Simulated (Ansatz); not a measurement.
Start from ZnO in the wurtzite structure (space group P6_3mc, No. 186).

```yaml
crystal:
  lattice:
    - [3.23524, 0.00000, 0.00000]
    - [-1.61762, 2.80180, 0.00000]
    - [0.00000, 0.00000, 5.21128]
  atoms:
    - { symbol: Zn, position: [0.66667, 0.33333, 0.00243] }
    - { symbol: Zn, position: [0.33333, 0.66667, 0.50243] }
    - { symbol: O, position: [0.66667, 0.33333, 0.62277] }
    - { symbol: O, position: [0.33333, 0.66667, 0.12277] }
```

Cartesian axes are those of the cell as printed.

Method: r2SCAN/PAW in Ansatz (a program for electronic structure), no spin-orbit coupling, earlier PAW set.

Strains are applied to the cell and any free atomic positions relax; under biaxial strain the out-of-plane vector relaxes too; under stress the whole cell relaxes.

One change was made to it. Results:

```json
[
 {"quantity": "band gap", "base": "1.23 eV", "after": "1.20 eV"},
 {"quantity": "valence-band top at Γ (three highest levels, from the VBM)", "base": "0.00, 0.00, -0.10 eV", "after": "0.00, -0.09, -0.13 eV"}
]
```

**Question.** What was done to the base?
A. uniaxial stress, 3 GPa tension along x
B. isotropic strain −2.94 %
C. biaxial strain +4.48 %, plane normal [001], relaxed out of plane

**Answer.** A, uniaxial stress, 3 GPa tension along x. For comparison, the band gap in the other runs: isotropic strain −2.94 % gives 1.36 eV; biaxial strain +4.48 %, plane normal [001], relaxed out of plane gives 1.26 eV.

Stability under load was not tested beyond the relaxation.
